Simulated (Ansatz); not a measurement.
Start from CsPbCl3 in the cubic perovskite structure (space group Pm-3m, No. 221; a = 5.736 Å).

Computed with plane-wave PAW DFT at the PBE level (Ansatz, a quantum-chemistry and plane-wave program, 420 eV), no SOC.

One change was made to it. Results:

```tsv
quantity	base	after
band gap	2.21 eV	1.22 eV
electron mass (degenerate bands, along [100])	0.12, 0.93, 0.93 mₑ (at R)	0.079, 0.70, 0.70 mₑ (at R)
lattice parameter a	10.839 bohr	10.136 bohr
```

Q: What was done to the base?
A) pressure 15 GPa
B) pressure 7 GPa
C) pressure −2 GPa

A: B, pressure 7 GPa. For comparison, the band gap in the other runs: pressure −2 GPa gives 2.55 eV; pressure 15 GPa gives 0.33 eV.

Spin-orbit coupling, missing from the scalar runs, can matter with Pb. Load acts through the strain it causes; cell and atoms are relaxed under it. Masses are band curvatures over ±0.01 Å⁻¹ around the edge. No phonon test of stability was made. Competing high-pressure phases were not computed. Many cubic perovskites are stable only at high temperature; tilts and polar distortions were not tested. This is not the structure that CsPbCl3 has at room temperature and ambient pressure.
